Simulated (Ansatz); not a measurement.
We consider CaMoO4 (I4₁/a, No. 88), described by LDA (Ansatz, a program for electronic structure, plane waves, PAW).

Numerical settings: plane-wave cutoff 500 eV, 10×10×10 k mesh, gaussian smearing 0.02 eV, no spin polarisation, scalar-relativistic PAW data made under PBE.

Computed at the level's own relaxed cell.

Question: Give the computed volume per atom, lattice parameter a, lattice parameter c and band gap.

Answer: 
volume per atom: 12.16 Å³/atom
lattice parameter a: 5.135 Å
lattice parameter c: 11.065 Å
band gap: 3.35 eV (on the SCF k mesh)

Note: the volume lies 6 % below that of the published cell.

Spin–orbit coupling is not included.

Static lattice: no zero-point or thermal effects.
